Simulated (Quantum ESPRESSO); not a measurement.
A self-consistent single point of ScAl (P1, 2 atoms in the cell) with Quantum ESPRESSO.

Method: LDA (PZ), GBRV 1.5 ultrasoft (LDA) pseudopotentials (plane waves; Quantum ESPRESSO).

The change in words: lattice scaled by 0.98. Reference geometry:
```xyz
2
Lattice="3.3704 0.0000 0.0000 0.0000 3.3704 0.0000 0.0000 0.0000 3.3704" Properties=species:S:1:pos:R:3 pbc="T T T"
Sc     1.6969     1.6542     1.6992
Al    -0.0117     0.0310    -0.0140
```

Reference input (self-consistent single point, DFT, LDA (PZ), plane waves, GBRV 1.5 ultrasoft (LDA) pseudopotentials): ecutwfc = 50 Ry; ecutrho = 400 Ry; occupations = smearing; smearing = gaussian; degauss = 0.0147 Ry; potentials = {Sc: sc_lda_v1.uspp.F.UPF, Al: al_lda_v1.uspp.F.UPF}; K_POINTS = automatic 9 9 9 0 0 0; conv_thr = 1e-11 Ry. This run's input differs from it in these lines:

```diff
@@ -25,4 +25,4 @@
 ATOMIC_POSITIONS {angstrom}
-Sc    1.6968768552    1.6541745207    1.6991518414
-Al   -0.0117018552    0.0310004793   -0.0139768414
+Sc    1.6629393181    1.6210910303    1.6651688046
+Al   -0.0114678181    0.0303804697   -0.0136973046
 K_POINTS {automatic}
@@ -30,5 +30,5 @@
 CELL_PARAMETERS {angstrom}
-   3.3703500000     0.0000000000     0.0000000000
-   0.0000000000     3.3703500000     0.0000000000
-   0.0000000000     0.0000000000     3.3703500000
+   3.3029430000     0.0000000000     0.0000000000
+   0.0000000000     3.3029430000     0.0000000000
+   0.0000000000     0.0000000000     3.3029430000
```

Log, with long lists cut:

```
     Self-consistent Calculation

     iteration #  1     ecut=    50.00 Ry     beta= 0.70

     Threshold (ethr) on eigenvalues was too large:
     Diagonalizing with lowered threshold

     total energy              =    -101.02187772 Ry
     estimated scf accuracy    <       0.01515449 Ry

     iteration #  2     ecut=    50.00 Ry     beta= 0.70

     total energy              =    -101.02317563 Ry
     estimated scf accuracy    <       0.00390037 Ry

     iteration #  3     ecut=    50.00 Ry     beta= 0.70

     total energy              =    -101.02431753 Ry
     estimated scf accuracy    <       0.00087436 Ry

   [... 6 blocks of this kind left out ...]

     iteration # 10     ecut=    50.00 Ry     beta= 0.70

     negative rho (up, down):  4.747E-08 0.000E+00

     total energy              =    -101.02447479 Ry
     estimated scf accuracy    <          1.4E-10 Ry

     iteration # 11     ecut=    50.00 Ry     beta= 0.70

     negative rho (up, down):  4.746E-08 0.000E+00
     End of self-consistent calculation

     Number of k-points >= 100: set verbosity='high' to print the bands.

     the Fermi energy is    10.0401 ev

!    total energy              =    -101.02447479 Ry
     estimated scf accuracy    <          1.5E-12 Ry
     smearing contrib. (-TS)   =      -0.00094684 Ry
     internal energy E=F+TS    =    -101.02352795 Ry

     convergence has been achieved in  11 iterations

     negative rho (up, down):  4.746E-08 0.000E+00

     Forces acting on atoms (cartesian axes, Ry/au):

     atom    1 type  1   force =    -0.00494073    0.01301253   -0.00589888
     atom    2 type  2   force =     0.00494073   -0.01301253    0.00589888

     Total force =     0.021379     Total SCF correction =     0.000002

     negative rho (up, down):  4.746E-08 0.000E+00
          total   stress  (Ry/bohr**3)                   (kbar)     P=        4.24
   0.00003041  -0.00000623   0.00000283            4.47       -0.92        0.42
  -0.00000623   0.00002605  -0.00000744           -0.92        3.83       -1.09
   0.00000283  -0.00000744   0.00003010            0.42       -1.09        4.43

   JOB DONE.
```

The run converged in 11 iterations. Against the reference run the free energy goes down by 14.1 meV/atom, the pressure goes from -4.22 to 0.42 GPa and the largest force goes from 0.325 to 0.389 eV/Å.

The starting cell comes from a database of computed structures (which also holds hypothetical and non-ambient phases and stackings), without a prior relaxation at this level. Its atoms were displaced at random from the sites of space group no. 221. For this run, on top of that: lattice scaled by 0.98.

Cost on one core of a shared machine: roughly 60 s.
